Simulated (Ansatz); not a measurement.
**A computed series for GaN: response to strain**

Base system: GaN in the zinc blende structure (space group F-43m, No. 216; a = 4.4981 Å).

Strains are applied to the cell and any free atomic positions relax.

Computed with PBEsol in Ansatz (plane waves to 420 eV, PAW, without spin-orbit coupling).

Candidates:
(a) isotropic strain −2.50 %
(b) isotropic strain −2.00 %
(c) isotropic strain +1.50 %
(d) isotropic strain −1.50 %

Base values:

```
Quantity   Result
--------  -------
Band gap  1.70 eV
```

Task: Order them by band gap, highest first.

Result: (a) isotropic strain −2.50 % (2.18 eV), (b) isotropic strain −2.00 % (2.09 eV), (d) isotropic strain −1.50 % (1.99 eV), (c) isotropic strain +1.50 % (1.42 eV)

No phonon test of stability was made. This is not the structure that GaN has at room temperature and ambient pressure.

Ansatz is a quantum-chemistry and plane-wave program.
